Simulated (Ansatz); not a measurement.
Consider the following.

Host crystal: 4H silicon carbide, with a band gap (PBE, scalar-relativistic without spin-orbit coupling).

End structure of W on the (0001) surface of 4H silicon carbide (H on every top atom; a constructed slab, bottom: 1 H on 1 bottom sites), one in a cell of 33 Å², started at the site 'hollow H-H-H over C at depth 7.2 Å':

```
CELL_PARAMETERS angstrom
      6.18818     0.00000     0.00000
     -3.09409     5.35912     0.00000
      0.00000     0.00000    30.00000
ATOMIC_POSITIONS crystal
  C  0.00000 0.00000 0.35699
  C  0.00000 0.50000 0.35699
  C  0.50000 0.00000 0.35699
  C  0.50000 0.50000 0.35699
  Si 0.33333 0.16667 0.37813
  Si 0.33333 0.66667 0.37813
  Si 0.83333 0.16667 0.37813
  Si 0.83333 0.66667 0.37813
  C  0.33333 0.16667 0.44144
  C  0.33333 0.66667 0.44144
  C  0.83333 0.16667 0.44144
  C  0.83333 0.66667 0.44144
  Si 0.00000 0.00000 0.46251
  Si 0.00000 0.50000 0.46251
  Si 0.50000 0.00000 0.46251
  Si 0.50000 0.50000 0.46251
  C  0.00009 0.00005 0.52572
  C  0.00000 0.50000 0.52567
  C  0.49995 0.00005 0.52572
  C  0.49995 0.49991 0.52572
  Si 0.16655 0.33345 0.54689
  Si 0.16655 0.83310 0.54689
  Si 0.66690 0.33345 0.54689
  Si 0.66667 0.83333 0.54697
  C  0.16639 0.33361 0.61052
  C  0.16639 0.83277 0.61052
  C  0.66723 0.33361 0.61052
  C  0.66667 0.83333 0.61043
  Si 0.00094 0.00047 0.63099
  Si 0.00000 0.50000 0.63131
  Si 0.49953 0.00047 0.63099
  Si 0.49953 0.49906 0.63099
  H  0.00000 0.00000 0.32024
  H  0.00000 0.50000 0.32024
  H  0.50000 0.00000 0.32024
  H  0.50000 0.50000 0.32024
  H  0.00052 0.00026 0.68277
  H  0.00000 0.50000 0.68136
  H  0.49974 0.00026 0.68277
  H  0.49974 0.49948 0.68277
  W  0.33333 0.16667 0.72064
```

Slab: 41 atoms, 10.8 Å thick at the start with caps and adatoms under the adsorbate (thin: gaps and levels are the slab's own); k 4x4x1, smearing 0.01 eV, dipole-corrected; 20 atoms held, the rest relaxed; held to the start's symmetry, so lower structures may exist; spin-polarised, ending with about 6.0 μB a cell; orders that need a larger cell were not tried, no spin-orbit, no U, no dispersion correction. At the end it is bonded to 3 H. In PBE it is, or lies within 0.03 eV of, the lowest of the starts that converged.

A negative adsorption energy means that the adsorbate is more stable on the surface than in its reference.

### Question
What change of the step from the bottom to the top vacuum level, against the clean slab does PBE (Ansatz, a program for electronic structure) give?

### Answer
0.48 eV

### Question
Estimate the adsorption energy against an atom of bcc W that PBE returns for this input.

### Answer
7.82 eV
